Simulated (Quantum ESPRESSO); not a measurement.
Input and output of a self-consistent single point for FeRe (P1, 2 atoms in the cell) (Quantum ESPRESSO).

Method: vdW-DF-cx, GBRV 1.5 ultrasoft (PBE) pseudopotentials (plane waves; Quantum ESPRESSO).

```yaml
crystal:
  lattice:
    - [2.68871, 0.00000, 0.00000]
    - [-1.34435, 2.32849, 0.00000]
    - [0.00000, 0.00000, 4.13993]
  atoms:
    - { symbol: Fe, position: [0.65058, 0.32193, 0.49252] }
    - { symbol: Re, position: [0.34942, 0.67807, 0.00748] }
```

Reference input (self-consistent single point, DFT, PBEsol, plane waves, GBRV 1.5 ultrasoft (PBESOL) pseudopotentials): ecutwfc = 50 Ry; ecutrho = 400 Ry; occupations = smearing; smearing = fermi-dirac; degauss = 0.0073499 Ry; potentials = {Fe: fe_pbesol_v1.5.uspp.F.UPF, Re: re_pbesol_v1.2.uspp.F.UPF}; K_POINTS = automatic 10 10 6 0 0 0; conv_thr = 1e-09 Ry. This run's input differs from it in these lines:

```diff
@@ -17,2 +17,3 @@
    degauss = 0.0073499,
+   input_dft = 'vdw-df-cx',
 /
@@ -22,4 +23,4 @@
 ATOMIC_SPECIES
-Fe    55.8450  fe_pbesol_v1.5.uspp.F.UPF
-Re   186.2070  re_pbesol_v1.2.uspp.F.UPF
+Fe    55.8450  fe_pbe_v1.5.uspp.F.UPF
+Re   186.2070  re_pbe_v1.2.uspp.F.UPF
 CELL_PARAMETERS angstrom
```

Log, with long lists cut:

```
     Self-consistent Calculation

     iteration #  1     ecut=    50.00 Ry     beta= 0.70

     negative rho (up, down):  1.448E-01 0.000E+00

     total energy              =    -439.85080156 Ry
     estimated scf accuracy    <       1.53972151 Ry

     iteration #  2     ecut=    50.00 Ry     beta= 0.70

     negative rho (up, down):  1.471E-01 0.000E+00

     total energy              =    -438.55533644 Ry
     estimated scf accuracy    <      13.78127426 Ry

     iteration #  3     ecut=    50.00 Ry     beta= 0.70

     negative rho (up, down):  1.381E-01 0.000E+00

     total energy              =    -439.72152017 Ry
     estimated scf accuracy    <      11.85707064 Ry

   [... 7 blocks of this kind left out ...]

     iteration # 11     ecut=    50.00 Ry     beta= 0.70

     negative rho (up, down):  1.396E-01 0.000E+00

     total energy              =    -440.57277250 Ry
     estimated scf accuracy    <       0.00000001 Ry

     iteration # 12     ecut=    50.00 Ry     beta= 0.70

     negative rho (up, down):  1.396E-01 0.000E+00
     End of self-consistent calculation

     Number of k-points >= 100: set verbosity='high' to print the bands.

     the Fermi energy is    21.7594 ev

!    total energy              =    -440.57277250 Ry
     estimated scf accuracy    <          2.4E-10 Ry
     smearing contrib. (-TS)   =      -0.00509594 Ry
     internal energy E=F+TS    =    -440.56767656 Ry

     convergence has been achieved in  12 iterations

     negative rho (up, down):  1.396E-01 0.000E+00

     Forces acting on atoms (cartesian axes, Ry/au):

     atom    1 type  1   force =     0.00998189    0.00922681    0.01862013
     atom    2 type  2   force =    -0.00998189   -0.00922681   -0.01862013

     Total force =     0.032603     Total SCF correction =     0.000012

     negative rho (up, down):  1.396E-01 0.000E+00
          total   stress  (Ry/bohr**3)                   (kbar)     P=     -117.51
  -0.00094562  -0.00007038   0.00003703         -139.11      -10.35        5.45
  -0.00007038  -0.00082470   0.00003665          -10.35     -121.32        5.39
   0.00003703   0.00003665  -0.00062620            5.45        5.39      -92.12

   JOB DONE.
```

The run converged in 12 iterations. Against the reference run the pressure goes from -12.42 to -11.75 GPa and the largest force goes from 0.580 to 0.593 eV/Å.

The starting cell comes from a database of computed structures (which also holds hypothetical and non-ambient phases and stackings), without a prior relaxation at this level. Its atoms were displaced at random from the sites of space group no. 187. Spin polarisation is off. With a pressure of about -12 GPa the cell is away from its equilibrium volume at this level.

Cost on one core of a shared machine: roughly 4 min.
